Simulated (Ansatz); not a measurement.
Start from Rb$_{3}$InF$_{6}$ (space group Fm-3m, No. 225; a cell from a computed database, its experimental status unchecked).

```cif
data_F24In4Rb12
_chemical_formula_sum 'Rb12 In4 F24'
_space_group_name_H-M_alt 'Fm-3m'
_space_group_IT_number 225
_space_group_name_Hall '-F 4 2 3'
_cell_length_a 9.35905
_cell_length_b 9.35905
_cell_length_c 9.35905
_cell_angle_alpha 90.000
_cell_angle_beta 90.000
_cell_angle_gamma 90.000
loop_
_atom_site_label
_atom_site_type_symbol
_atom_site_symmetry_multiplicity
_atom_site_Wyckoff_symbol
_atom_site_fract_x
_atom_site_fract_y
_atom_site_fract_z
_atom_site_occupancy
Rb1 Rb 8 c 0.25000 0.25000 0.25000 1
Rb2 Rb 4 b 0.50000 0.50000 0.50000 1
In1 In 4 a 0.00000 0.00000 0.00000 1
F1 F 24 e 0.00000 0.00000 0.22128 1
```
(The calculation used a cell of 10 atoms; values per cell refer to that cell.)

Level of theory: plane-wave PAW DFT at the r2SCAN level (Ansatz, an electronic-structure program, 500 eV), scalar-relativistic without spin-orbit coupling.

Before the change:

* **Electron mass**: 0.51 mₑ (at Γ)
* **Gap character**: indirect, L → Γ
* **Band gap**: 5.99 eV
* **Volume per atom**: 20.49 Å³
* **Width of the top valence band**: 0.31 eV

Modification: Ga takes the place of In on all its sites, then cell and atoms are relaxed.

Tabulated Pauling electronegativity and covalent radius: In 1.78, 1.42 Å; Ga 1.81, 1.22 Å.

Problem. Estimate the effect on the electron mass, gap character, band gap, volume per atom and width of the top valence band.

Solution. The electron mass becomes 0.49 mₑ (at Γ) (base: 0.51 mₑ (at Γ)); the gap character changes from indirect, L → Γ to direct at Γ; the band gap increases by 0.868 eV to 6.85 eV; the volume per atom shrinks by 2.22 Å³ (20.49 Å³ → 18.27 Å³); the width of the top valence band decreases by 0.238 eV, from 0.31 eV to 0.08 eV.

Masses are band curvatures over ±0.01 Å⁻¹ around the edge. Stability against distortions was not tested. For Rb3GaF6 in this form, whether it has been made was not checked.
